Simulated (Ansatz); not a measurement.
TaTlO3 (Pm-3m, No. 221, 5 atoms in the cell; start mp-861873), treated with r²SCAN (PAW; Ansatz, a program for electronic structure).

Numerical settings: plane-wave cutoff 560 eV, 8×8×8 k mesh, Fermi–Dirac smearing 0.01 eV, scalar-relativistic PAW data made under PBE.

Cell (relaxed with PBEsol):

```yaml
crystal:
  lattice:
    - [4.03359, 0.00000, 0.00000]
    - [0.00000, 4.03359, 0.00000]
    - [0.00000, 0.00000, 4.03359]
  atoms:
    - { symbol: Ta, position: [0.50000, 0.50000, 0.50000] }
    - { symbol: Tl, position: [0.00000, 0.00000, 0.00000] }
    - { symbol: O, position: [0.50000, 0.50000, 0.00000] }
    - { symbol: O, position: [0.00000, 0.50000, 0.50000] }
    - { symbol: O, position: [0.50000, 0.00000, 0.50000] }
```

**Question.** Predict the band gap and Γ–Γ gap.

**Answer.** 
- band gap = 0.92 eV
- Γ–Γ gap = 3.54 eV

Note: cell and atoms aren't relaxed at this level (pressure 1.7 GPa).

Spin–orbit coupling is not included; with these elements it can move the gap by several tenths of an eV or more.

The computed numbers hold no vibrational or temperature effects.

Cost on a shared machine: roughly 25 core-seconds.

A start named mp-… is a Materials Project structure, which need not be a measured phase.
